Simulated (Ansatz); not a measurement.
The starting structures come from a database of crystals and need not be the phases stable at ambient conditions.

 Where the default PAW files enter, the runs use the earlier of Ansatz's two default sets.

Given:

```
CuI
1.0
    7.05232     0.00000     0.00000
    3.52616     7.39376    -0.07095
    3.52616    -0.54172     1.96243
Cu I
2 2
Direct
  0.73935   0.59398   0.59398
  0.26065   0.40602   0.40602
  0.89632   0.77034   0.77034
  0.10368   0.22966   0.22966
```

Space group of this cell: P-3m1. The cell was relaxed by PBE-D3(BJ); by r2SCAN its mean pressure is 1.4 GPa.

Transport runs along the normal of the first two printed cell vectors, the (111) plane of the conventional cell.

No gap correction and no spin-orbit coupling; mid-gap values are interpolated between computed energies.

Q: Estimate the band gap and the smallest decay constant κ at mid-gap that r2SCAN (Ansatz, a first-principles code) returns for this system.

A: Gap 2.10 eV on a 16×16×16 mesh; κ = 0.189 1/Å, at the zone centre.
